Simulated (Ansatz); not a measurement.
**Si vacancy + 4 H in alpha quartz**

These are PBE, PAW (plane waves to 420 eV; Ansatz, a first-principles code) values and carry that method's errors. Cell and caveats: 72-site cell; 2×2×2 Γ-centred k-points; start: the Si site; 4 H on the vacancy's neighbours; not converged in cell size; relaxed from one start, so a lower configuration may exist; flagged in the runs: a host whose relaxation on this sampling wasn't shown to rest.

Neighbours after relaxation, in Å: of the emptied site: H 1.23, H 1.31, H 1.42, H 1.52, O 1.64, O 1.66, O 1.68; of the H atom: O 0.98, O 1.95, H 2.03, H 2.21, Si 2.31, H 2.35; of the H atom: O 0.98, O 1.83, H 1.96, Si 2.23, H 2.35, H 2.35.

Formation energies E_f are those of the neutral cell. Chemical conditions: O-rich (Δμ(Si) = -8.33 eV, Δμ(H) = -1.25 eV, bounded by H2O molecule; only phases computed here count, gases as isolated molecules at 0 K). Reference phases: H: H2 molecule in a box, Si: silicon.

| charge | moment (μB) | point group | largest move off a lattice site (Å) | E_f, O-rich (eV) |
|---|---|---|---|---|
| 0 | not spin-polarised | C1 | 0.31 | -0.11 |

Point groups are those of the whole cell at tolerances of 0.03 and 0.1 Å ("near" where only the looser one holds); none is given for unsettled states.

Flagged in the runs: a host whose relaxation on this sampling wasn't shown to rest.
